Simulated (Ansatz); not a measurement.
Ansatz (a first-principles code) run on ScTc3 (Fm-3m, 4 atoms in the cell): self-consistent single point.

Level of theory: PBEsol, PAW files (plane waves; Ansatz).

The change in words: lattice scaled by 0.98. Reference geometry:
```
CELL_PARAMETERS angstrom
      0.00000     3.12398     3.12398
      3.12398     0.00000     3.12398
      3.12398     3.12398     0.00000
ATOMIC_POSITIONS crystal
  Sc 0.00000 0.00000 0.00000
  Tc 0.25000 0.25000 0.25000
  Tc 0.75000 0.75000 0.75000
  Tc 0.50000 0.50000 0.50000
```

Reference input (self-consistent single point, DFT, PBEsol, plane waves, PAW files): kpoints.mp_grid.grid = 7 7 7; hamiltonian.xc = pbesol; hamiltonian.pseudopotentials = {kind: paw} (the program's default PAW files); scf.occupations.method = gaussian; scf.occupations.width = 0.1 eV. This run's input differs from it in these lines:

```diff
@@ -2,5 +2,5 @@
   lattice:
-    - [0.000000, 3.123985, 3.123985]
-    - [3.123985, 0.000000, 3.123985]
-    - [3.123985, 3.123985, 0.000000]
+    - [0.000000, 3.061505, 3.061505]
+    - [3.061505, 0.000000, 3.061505]
+    - [3.061505, 3.061505, 0.000000]
   atoms:
```

Output (repeated stretches shortened):

```
SCF iter   1: F=—  HF=-18126.287210 eV  |F-HF|=—  |Δ(HF+E_count)|=         —  Δρ=9.95e-2  dr2=8.20e0  ethr=3.10e-3  ⟨swp⟩=3.8  Hψ=2142  notcnv=0
all-band conjugate gradients solve this SCF's bands
preconditioner: auto → none
SCF iter   2: F=—  HF=-18124.808043 eV  |F-HF|=—  |Δ(HF+E_count)|=    1.48e0  Δρ=2.43e-2  dr2=2.07e-1  ethr=3.10e-3  ⟨swp⟩=2.1  Hψ=1413  notcnv=0  defer=25
   [... lines left out ...]
SCF iter   4: F=—  HF=-18124.771784 eV  |F-HF|=—  |Δ(HF+E_count)|=   2.67e-3  Δρ=1.24e-3  dr2=7.65e-4  ethr=2.79e-5  ⟨swp⟩=1.0  Hψ=655  notcnv=0  defer=25
SCF iter   5: F=—  HF=-18124.771701 eV  |F-HF|=—  |Δ(HF+E_count)|=   8.29e-5  Δρ=2.21e-4  dr2=1.18e-5  ethr=1.37e-6  ⟨swp⟩=2.0  Hψ=873  notcnv=0  defer=25
SCF iter   6: F=—  HF=-18124.771705 eV  |F-HF|=—  |Δ(HF+E_count)|=   3.63e-6  Δρ=4.48e-5  dr2=4.62e-7  ethr=2.10e-8  ⟨swp⟩=2.4  Hψ=1197  notcnv=0  defer=25
SCF iter   7: F=-18124.771705 eV  HF=-18124.771705 eV  |F-HF|=4.98e-8  |Δ(HF+E_count)|=   2.50e-8  Δρ=1.06e-5  dr2=6.13e-8  ethr=1.79e-10  ⟨swp⟩=9.0  Hψ=2643  notcnv=0
SCF 1 converged in 7 iterations: F = -18124.771705 eV  dr2 = 6.13e-8
Free energy (F): -18124.771705 eV
Internal energy: -18124.759840 eV  (E = F + TS)
E sigma→0 (E₀):  -18124.765772 eV
Entropy (-TS):   -0.011865 eV (-2.966 meV/atom)
Fermi energy:    21.145098 eV
--- Forces (eV/Å), atoms counted from 1 ---
  atom   1  Sc    -0.00000000     0.00000000     0.00000000
   [... zero for the other atoms too ...]
--- Stress (GPa, compression-positive) ---
        9.483505      -0.000000       0.000000
       -0.000000       9.483505       0.000000
       -0.000000       0.000000       9.483505
  P = ⅓ Tr σ = 9.4835 GPa (94.835 kbar)
  The stress holds the Pulay correction. Without it, at fixed plane waves, as pw.x and ABINIT print it: P = 9.4657 GPa
```

The run converged in 7 iterations. Against the reference run the free energy rises by 9.3 meV/atom and the pressure goes from -5.36 to 9.48 GPa.

The starting cell comes from a database of computed structures (which also holds hypothetical and non-ambient phases and stackings), without a prior relaxation at this level. For this run, on top of that: lattice scaled by 0.98. Spin polarisation is off. With a pressure of about 9 GPa the cell is away from its equilibrium volume at this level. Ansatz's pressure includes its estimate of the finite-basis (Pulay) stress.

Keys are those of Ansatz 0.2.
